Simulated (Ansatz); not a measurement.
Results of r²SCAN (PAW; Ansatz, a quantum-chemistry and plane-wave program) for cubic perovskite CsPbCl3 (cubic high-temperature phase).

Run with plane-wave cutoff 600 eV, 4×4×4 k mesh, scalar-relativistic PAW data made under PBE.

Computed at the level's own relaxed cell.

### Question
Estimate the Young modulus, elastic constant C44, elastic constant C12 and elastic constant C11 that the calculation returns.

### Answer

* **Young modulus**: 27.6 GPa
* **elastic constant C44**: 5.38 GPa
* **elastic constant C12**: 8.44 GPa
* **elastic constant C11**: 57.9 GPa

Note: the relaxation could not lower the start's symmetry, so the cell can be a saddle point above a distorted one.

Elastic constants are with the ions relaxed.

Spin–orbit coupling is not included; it can shift volumes and moduli of such heavy elements.

Computed values are for the static lattice.
